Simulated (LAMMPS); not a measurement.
MD of C (diamond structure) at zero pressure, 512 atoms, as a crystal; each row is its own run.

Model: classical MD, pair style lcbop, file C.lcbop, run in LAMMPS.

```csv
T (K),enthalpy (eV/atom)
200,-7.3003
300,-7.2743
1800,-6.8621
3600,-6.3882
4200,-6.2385
```

**Question.** Fit a straight line, y = a + b x, to these rows (x is the first column, y the second) and predict the run at x = 2400.

**Answer.** Least squares gives a = -7.3508 and b = 0.0002664. At x = 2400 the fit predicts -6.7114 eV/atom. The run itself gave -6.700 ± 0.002 eV/atom, so the fit is 11 meV/atom low.

Caution: in nature this polymorph isn't the stable one over the whole range of temperature at this pressure, and short runs keep a crystal in its starting form.

Caution (rows 200; 300): nuclei are classical, which matters for such light atoms.

Caution (rows 1800; 2400; 3600; 4200): a run this short can hold a crystal over, or a liquid under, the potential's own melting point, which these runs don't give.
